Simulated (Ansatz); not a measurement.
We consider ZrMo (model structure, Cmcm, No. 63, 4 atoms in the cell), described by PBEsol in Ansatz (plane waves, PAW).

Settings: plane-wave cutoff 520 eV, 18×18×14 k mesh (along the axes of the cell as run), Fermi–Dirac smearing 0.05 eV, no spin polarisation, scalar-relativistic PAW data made under PBE.

Cell (relaxed at this level):

Space group Cmcm (No. 63); a = 3.1842 Å, b = 11.8765 Å, c = 4.0248 Å, α = β = γ = 90.00°

```tsv
atom	site	symmetry	x	y	z
Zr	4c	m2m	0.0000	0.3305	0.2500
Mo	4c	m2m	0.0000	0.0595	0.2500
```
(The calculation used a cell of 4 atoms; values per cell refer to that cell.)

Estimate the bulk modulus B0 that the calculation returns.


bulk modulus B0: 139 GPa

Note: the run has no spin polarisation, so it can have missed a magnetic state; the bulk modulus is −V dP/dV from two relaxed cells at ±2 % in volume; the relaxation could raise the start's symmetry but not lower it, so the cell can be a saddle point.

Cost on a shared machine: very roughly 30 core-minutes.

A model structure was made by putting elements into a prototype or built by hand; it is no filed structure, need not be a known phase, and can be a saddle point held by its symmetry.

Ansatz is a program for electronic structure.
